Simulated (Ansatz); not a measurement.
Response to strain in BN

Base system: BN in the zinc blende structure (space group F-43m, No. 216; a = 3.606 Å). Axes: x, y, z lie along the cube axes.

Strains are applied to the cell and any free atomic positions relax; under biaxial strain the out-of-plane vector relaxes too.

Calculations: PBEsol in Ansatz (plane waves to 420 eV, PAW, no spin-orbit coupling).

Candidates:
(a) biaxial strain −2.08 %, plane normal [111], relaxed out of plane
(b) biaxial strain +1.67 %, plane normal [111], relaxed out of plane
(c) biaxial strain +2.50 %, plane normal [111], relaxed out of plane
(d) biaxial strain −1.25 %, plane normal [111], relaxed out of plane

Before the change:

| Item | Result |
|---|---|
| Band gap | 4.30 eV |

Question: Order them by band gap, lowest first.

Answer: (c) biaxial strain +2.50 %, plane normal [111], relaxed out of plane (4.15 eV), (b) biaxial strain +1.67 %, plane normal [111], relaxed out of plane (4.20 eV), (a) biaxial strain −2.08 %, plane normal [111], relaxed out of plane (4.26 eV), (d) biaxial strain −1.25 %, plane normal [111], relaxed out of plane (4.28 eV)

Stability against distortions was not tested.

Ansatz is an electronic-structure program.
